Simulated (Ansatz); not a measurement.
A computed series for Co2Si: response to strain

The parent structure is Co2Si (space group Pnma, No. 62; a = 4.884 Å, b = 3.712 Å, c = 7.042 Å; ferromagnetic). Axes: x, y, z lie along a, b, c of the conventional cell.

Strains are applied to the cell and any free atomic positions relax; under biaxial strain the out-of-plane vector relaxes too; under stress the whole cell relaxes.

The values are results of Ansatz (a quantum-chemistry and plane-wave program) PBE, no spin-orbit coupling, earlier PAW set, not measurements.

Notes on the quantities. pressure: mean of the normal stresses, compression positive.

```tsv
variant	magnetic state	pressure	volume per atom
base	ferromagnetic	0.0 GPa	10.64 Å³
biaxial strain −3.81 %, plane normal [001], relaxed out of plane	weakly magnetic (sensitive to the mesh)	10.6 GPa	10.21 Å³
biaxial strain −0.78 %, plane normal [001], relaxed out of plane	ferromagnetic	1.9 GPa	10.54 Å³
biaxial strain +0.77 %, plane normal [001], relaxed out of plane	ferromagnetic	-1.7 GPa	10.73 Å³
uniaxial stress, 2 GPa compression along x	ferromagnetic	–	10.60 Å³
```

The magnetic state is the one reached from the starting moments; the real material's order can differ, and small cells can't hold many antiferromagnetic ones. Without a gap, meshes like the base's 8×10×6 leave anisotropic stresses uncertain by several tenths of a GPa, and small strain energies with them. Stability under load was not tested beyond the relaxation.
